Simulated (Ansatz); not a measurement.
System: NaCaF₃ (model structure, started from the cubic perovskite type, Pm-3m, No. 221, 5 atoms in the cell). Method: HSE06 (PAW; Ansatz, a first-principles code).

Settings: plane-wave cutoff 460 eV, 6×6×6 k mesh, Fermi–Dirac smearing 0.01 eV, scalar-relativistic PAW data made under PBE.

Cell (relaxed with PBEsol):

```xyz
5
Lattice="4.3718 0.0000 0.0000 0.0000 4.3718 0.0000 0.0000 0.0000 4.3718" Properties=species:S:1:pos:R:3 pbc="T T T"
Na     0.0000     0.0000     0.0000
Ca     2.1859     2.1859     2.1859
F      0.0000     2.1859     2.1859
F      2.1859     2.1859     0.0000
F      2.1859     0.0000     2.1859
```

Question: Estimate the band gap and smallest direct gap on the k points sampled that the calculation returns.

Answer: 
* **band gap**: 7.12 eV (on the SCF k mesh) (indirect)
* **smallest direct gap on the k points sampled**: 7.29 eV

Note: the relaxation could raise the start's symmetry but not lower it, so the cell can be a saddle point; cell and atoms aren't relaxed at this level (pressure 1.1 GPa).

A model structure was made by putting elements into a prototype or built by hand; it is no filed structure, need not be a known phase, and can be a saddle point held by its symmetry.
